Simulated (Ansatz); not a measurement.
The starting structures come from a database of crystals and need not be the phases stable at ambient conditions.

Inside the gap of an insulator the Bloch states are evanescent, with a wavenumber k + iκ along the transport direction.

Here is the system:

```xyz
5
Lattice="5.8390 0.0000 0.0000 0.0000 5.8390 0.0000 0.0000 0.0000 6.0142" Properties=species:S:1:pos:R:3 pbc="T T T"
Cs     0.0000     0.0000     0.0000
Sn     2.9195     2.9195     3.0071
Br     2.9195     0.0000     3.0071
Br     0.0000     2.9195     3.0071
Br     2.9195     2.9195     0.0000
```

The cell is strained (lengths along the current scaled by 1.03, ions clamped); by PBEsol it stands under a pressure of -1.3 GPa.

Transport runs along the normal of the first two printed cell vectors, the (001) (indices of the unstrained crystal) plane of the conventional cell.

The gap is the functional's own. No spin-orbit coupling. Mid-gap values are those at the computed energy nearest the middle.

Q: Compute, with PBEsol run with Ansatz (an electronic-structure program), the band gap and the smallest decay constant κ at mid-gap.

A: Gap 0.45 eV on a 6×6×6 mesh; κ = 0.038 1/Å, at (0.500, 0.500) of the in-plane reciprocal vectors. At the zone centre the slowest state has κ = 0.17 1/Å.
